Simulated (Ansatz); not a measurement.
**Short convergence ladders for HfOs (P4mm, 2 atoms in the cell)**

```xyz
2
Lattice="3.2273 0.0000 0.0000 0.0000 3.2273 0.0000 0.0000 0.0000 3.2273" Properties=species:S:1:pos:R:3 pbc="T T T"
Hf     0.0000     0.0000     0.0500
Os     1.6136     1.6136     1.6136
```

Base method: PBEsol, default PAW files made with PBE (plane waves; Ansatz, a quantum-chemistry and plane-wave program).

Base settings: basis.ecutwfc = 420 eV; kpoints.mp_grid.grid = 10 10 10; hamiltonian.xc = pbesol; hamiltonian.pseudopotentials = {kind: paw} (the program's default PAW files); scf.occupations.method = gaussian; scf.occupations.width = 0.1 eV.

The count of work is k-points × plane waves × bands × iterations; it is no time. 

**The k-point mesh at a smearing width of 0.02 eV**

In this ladder: scf.occupations.width = 0.02 eV.

Only quantities that move along the ladder and can be compared are tabulated.

```tsv
kpoints.mp_grid.grid	free energy less the last step's (meV/atom)	pressure (GPa)	largest difference of a force vector from the last step's (eV/Å)	count of work / last
4 4 4	87.79	-0.02	0.050	0.018
5 5 5	-21.82	0.36	0.127	0.015
6 6 6	26.71	0.14	0.016	0.039
8 8 8	6.69	-0.56	0.011	0.063
9 9 9	3.48	0.04	0.034	0.074
11 11 11	2.04	-0.34	0.010	0.12
14 14 14	-2.02	-0.48	0.002	0.28
20 20 20	-0.36	-0.45	0.001	0.61
24 24 24	0.00	-0.44	0.000	1.0
```

Coarsest kpoints.mp_grid.grid that holds the pressure within 0.05 GPa of the last step, with all finer ones: 14 14 14, at 0.28 of the last step's count of work; the step before is off by 0.10 GPa.

Coarsest kpoints.mp_grid.grid that holds the forces within 0.005 eV/Å of the last step, with all finer ones: 14 14 14, at 0.28 of the last step's count of work; the step before is off by 0.010 eV/Å.

Coarsest kpoints.mp_grid.grid that holds the free energy within 1 meV/atom of the last step, with all finer ones: 20 20 20; the step before is off by 2.0 meV/atom.

**The width of Fermi-Dirac smearing**

In this ladder: kpoints.mp_grid.grid = 16 16 16; scf.occupations.method = fermi_dirac.

Narrow widths need finer meshes than wide ones, so the last steps can hold mesh noise.

Only quantities that move along the ladder and can be compared are tabulated; pressure and forces are left out, as mesh noise rules them at narrow widths.

| scf.occupations.width | free energy less the last step's (meV/atom) | energy extrapolated to zero width less the last step's (meV/atom) |
|---|---|---|
| 1 eV | -1063.68 | 251.50 |
| 0.5 eV | -161.60 | 73.87 |
| 0.3 eV | -35.69 | 16.07 |
| 0.2 eV | -11.28 | 3.64 |
| 0.1 eV | -1.77 | 0.20 |
| 0.05 eV | 0.00 | 0.00 |

Widest scf.occupations.width that holds the free energy within 5 meV/atom of the last step, with all finer ones: 0.1 eV; the step before is off by 11 meV/atom.

Widest scf.occupations.width that holds the energy extrapolated to zero width within 1 meV/atom of the last step, with all finer ones: 0.1 eV; the step before is off by 3.6 meV/atom.

**The width of cold smearing**

In this ladder: kpoints.mp_grid.grid = 16 16 16; scf.occupations.method = cold.

Narrow widths need finer meshes than wide ones, so the last steps can hold mesh noise.

Only quantities that move along the ladder and can be compared are tabulated; pressure and forces are left out, as mesh noise rules them at narrow widths.

```tsv
scf.occupations.width	free energy less the last step's (meV/atom)
0.5 eV	3.11
0.3 eV	0.66
0.2 eV	0.28
0.1 eV	0.04
0.05 eV	0.00
```

Widest scf.occupations.width that holds the free energy within 2 meV/atom of the last step, with all finer ones: 0.3 eV; the step before is off by 3.1 meV/atom.

On the base run: the starting cell comes from a database of computed structures (which also holds hypothetical and non-ambient phases and stackings), without a prior relaxation at this level. Its lattice was rescaled by up to half a per cent. One atom was moved a little off its site on purpose. Spin polarisation is off. Ansatz's pressure includes its estimate of the finite-basis (Pulay) stress.

Left out of this page: 4 runs of the series outside the window shown, repeating another row's setting, or not comparable; 1 run of the series unsound by tests on forces, stress, charge or solver warnings.

Keys are those of Ansatz 0.2.
